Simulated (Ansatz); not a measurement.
Take ZnS in the wurtzite structure (space group P6_3mc, No. 186) as the base.

```cif
data_S2Zn2
_chemical_formula_sum 'Zn2 S2'
_space_group_name_H-M_alt 'P63mc'
_space_group_IT_number 186
_space_group_name_Hall 'P 6c -2c'
_cell_length_a 3.80610
_cell_length_b 3.80610
_cell_length_c 6.24474
_cell_angle_alpha 90.000
_cell_angle_beta 90.000
_cell_angle_gamma 120.000
loop_
_atom_site_label
_atom_site_type_symbol
_atom_site_symmetry_multiplicity
_atom_site_Wyckoff_symbol
_atom_site_fract_x
_atom_site_fract_y
_atom_site_fract_z
_atom_site_occupancy
Zn1 Zn 2 b 0.33333 0.66667 0.49975 1
S1 S 2 b 0.33333 0.66667 0.12545 1
```

Levels (all Ansatz, a quantum-chemistry and plane-wave program, PAW): r2SCAN (500 eV, scalar-relativistic without spin-orbit coupling); HSE06 (420 eV, no spin-orbit coupling).

Its gap is 2.78 eV with r2SCAN and 3.44 eV with HSE06.

Now apply this change: a negative pressure, −1 GPa.

With r2SCAN the gap becomes 2.72 eV.

Task: If the HSE06 correction stayed the same, what would the HSE06 gap be, and what does the HSE06 run give?

Result: A rigid correction of +0.66 eV gives 3.38 eV. The HSE06 run gives 3.38 eV, so the two effects roughly add.

Single points use the geometry relaxed with r2SCAN. Load acts through the strain it causes; cell and atoms are relaxed under it. Whether these cells are dynamically stable was not tested.
